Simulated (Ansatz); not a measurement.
# fcc Cu (0 0 1) on cubic ZrO2 (0 0 1) (film strained to the substrate, started from cuts of the bulks and a machine-learned relaxation; slabs O12Zr5 and Cu12, which can lie off the formulas)

A periodic stack without vacuum, fcc Cu (0 0 1) on cubic ZrO2 (0 0 1) (film strained to the substrate, started from cuts of the bulks and a machine-learned relaxation; slabs O12Zr5 and Cu12, which can lie off the formulas): substrate slab O12Zr5, film Cu12, surface cells [[1, 0], [1, 1]] and [[0, -1], [2, 1]], film strained by -0.3 and -0.3 %, outermost planes O/O and Cu/Cu as cut, which need not be the usual terminations and can put a slab off its formula.

The start was prepared with a machine-learned potential, and the result is one local minimum, with the in-plane cell held and forces under 0.04 eV/Å; the film can end far from its bulk form.

The numbers are results of PBE (plane waves to 420 eV, PAW; Ansatz, an electronic-structure program), not measurements. No spin–orbit coupling; the runs are not spin-polarised; PBE gaps are too small against experiment. Its k-point mesh 9×9×1, Fermi–Dirac width 0.05 eV.

| Property | Result |
|---|---|
| interface area | 13.1 Å² |
| period | 25.76 Å |
| heights between the nearest atoms of the two slabs at the two interfaces | 0.52 and 1.24 Å |
| Cu–O contacts across the interfaces within 1.22 times the sum of covalent radii | 9, mean 2.04 Å |
| Cu–Zr contacts across the interfaces within 1.22 times the sum of covalent radii | 5, mean 3.30 Å |

```yaml
crystal:
  lattice:
    - [3.61742, -0.00070, -0.03284]
    - [-0.00013, 3.61694, -0.09996]
    - [-1.14054, 0.48184, 25.76813]
  atoms:
    - { symbol: O, position: [0.52701, 0.89090, 0.13916] }
    - { symbol: O, position: [0.01794, 0.38909, 0.11701] }
    - { symbol: O, position: [0.98192, 0.38036, 0.01660] }
    - { symbol: O, position: [0.48539, 0.88248, 0.03694] }
    - { symbol: O, position: [0.61451, 0.90807, 0.34639] }
    - { symbol: O, position: [0.10759, 0.40576, 0.32067] }
    - { symbol: O, position: [0.06224, 0.39562, 0.21858] }
    - { symbol: O, position: [0.57442, 0.89753, 0.24241] }
    - { symbol: O, position: [0.56035, 0.09578, 0.57604] }
    - { symbol: O, position: [0.04174, 0.48947, 0.52550] }
    - { symbol: O, position: [0.09282, 0.41153, 0.42218] }
    - { symbol: O, position: [0.55561, 0.91616, 0.45436] }
    - { symbol: Zr, position: [0.04076, 0.89295, 0.17798] }
    - { symbol: Zr, position: [0.50218, 0.38424, 0.07603] }
    - { symbol: Zr, position: [0.13570, 0.90886, 0.38369] }
    - { symbol: Zr, position: [0.59348, 0.39966, 0.28077] }
    - { symbol: Zr, position: [0.51763, 0.41586, 0.48961] }
    - { symbol: Cu, position: [0.09903, 0.63192, 0.68272] }
    - { symbol: Cu, position: [0.59944, 0.13034, 0.68448] }
    - { symbol: Cu, position: [0.57438, 0.62106, 0.61718] }
    - { symbol: Cu, position: [0.06745, 0.12282, 0.59625] }
    - { symbol: Cu, position: [0.15203, 0.64269, 0.82472] }
    - { symbol: Cu, position: [0.65187, 0.14176, 0.82479] }
    - { symbol: Cu, position: [0.62520, 0.63628, 0.75332] }
    - { symbol: Cu, position: [0.12595, 0.13692, 0.75452] }
    - { symbol: Cu, position: [0.21257, 0.67945, 0.96830] }
    - { symbol: Cu, position: [0.69489, 0.13410, 0.96505] }
    - { symbol: Cu, position: [0.67922, 0.64566, 0.89556] }
    - { symbol: Cu, position: [0.17835, 0.15049, 0.89581] }
```
